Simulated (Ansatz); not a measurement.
# MoSi2 under a change: pressure 9 GPa

Take MoSi₂ (space group I4/mmm, No. 139; a = 3.190 Å, c = 7.821 Å) as the base.

One thing is altered: a hydrostatic pressure of 9 GPa.

Computed with PBEsol in Ansatz (plane waves to 420 eV, PAW, no spin-orbit coupling). Settings: 20×20×20 k-points, 0.05 eV Fermi–Dirac smearing.

- Volume per atom = 12.77 Å³ (base 13.27 Å³)
- Density = 6.59 g/cm³ (base 6.35 g/cm³)
- Lattice parameter a = 3.148 Å (base 3.190 Å)
- c/a ratio = 2.458 (base 2.451)
- Shortest interatomic distance = 2.559 Å (base 2.579 Å)
- Enthalpy H = E + PV relative to the base's energy = +0.73 eV/atom
- Band gap = zero (base zero)

Load acts through the strain it causes; cell and atoms are relaxed under it. Stability against distortions was not tested. Competing high-pressure phases were not computed. The final runs are not spin-polarised.

Ansatz is a program for electronic structure.
